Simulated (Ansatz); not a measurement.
Base system: Ta in the bcc (W type) structure (space group Im-3m, No. 229; relaxed with 0.1 eV smearing).

```
CELL_PARAMETERS angstrom
     -1.64115     1.64115     1.64115
      1.64115    -1.64115     1.64115
      1.64115     1.64115    -1.64115
ATOMIC_POSITIONS crystal
  Ta 0.00000 0.00000 0.00000
```

Cartesian axes are those of the cell as printed.

Method: DFT with PBEsol, PAW potentials and a 420 eV plane-wave cutoff in Ansatz (a program for electronic structure), scalar-relativistic without spin-orbit coupling.

For the base:

The pressure comes out as 0.0 GPa. The shortest interatomic distance comes out as 2.843 Å.

Now apply this change: tensor shear ε_xy = +2.00 % (engineering shear γ = 0.0400); the atoms relax in the strained cell.

Task: What happens to the pressure?

Result: The pressure (mean of the normal stresses, compression positive) goes from zero to 0.2 GPa.

Task: How does this affect the energy relative to the base?

Result: The energy goes up by 6.5 meV/atom.

Task: How does this affect the shortest interatomic distance?

Result: The shortest interatomic distance drops by 0.038 Å to 2.805 Å.

No phonon test of stability was made. All final runs are without spin polarisation.
